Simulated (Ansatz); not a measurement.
**Pressure series in NiO**

Base system: NiO in the rock salt structure (space group Fm-3m, No. 225; a = 4.1886 Å; ferromagnetic).

Cell and atoms are relaxed at each pressure.

Level of theory: r2SCAN (Ansatz, a program for electronic structure; PAW; 500 eV plane waves; no spin-orbit coupling).

```json
[
 {"pressure (GPa)": "-2", "band gap (eV)": "0.86"},
 {"pressure (GPa)": "-1", "band gap (eV)": "0.84"},
 {"pressure (GPa)": "0", "band gap (eV)": "0.82"},
 {"pressure (GPa)": "0.9", "band gap (eV)": "?"},
 {"pressure (GPa)": "2.1", "band gap (eV)": "0.79"},
 {"pressure (GPa)": "4.5", "band gap (eV)": "0.75"},
 {"pressure (GPa)": "9", "band gap (eV)": "0.69"},
 {"pressure (GPa)": "15", "band gap (eV)": "0.60"}
]
```

Q: Fit E_g = E₀ + αP + βP² to the rows shown and predict the withheld row.

A: Least squares on the printed values gives E₀ = 0.82 eV, α = -16.2 meV/GPa, β = 0.092 meV/GPa² (largest residual 0.00 eV); this predicts 0.81 eV, and the run gives 0.81 eV, in agreement.

Load acts through the strain it causes; cell and atoms are relaxed under it. Whether these cells are dynamically stable was not tested. Competing high-pressure phases were not computed. No Hubbard U is applied and the magnetic state is the run's own (NiO ferromagnetic); small cells can't hold the antiferromagnetic order that many such compounds have, so gaps and moments can be off. A gap here joins edges of opposite spin (a spin-flip gap). In its common phase, real NiO is an antiferromagnetic insulator at low temperature.
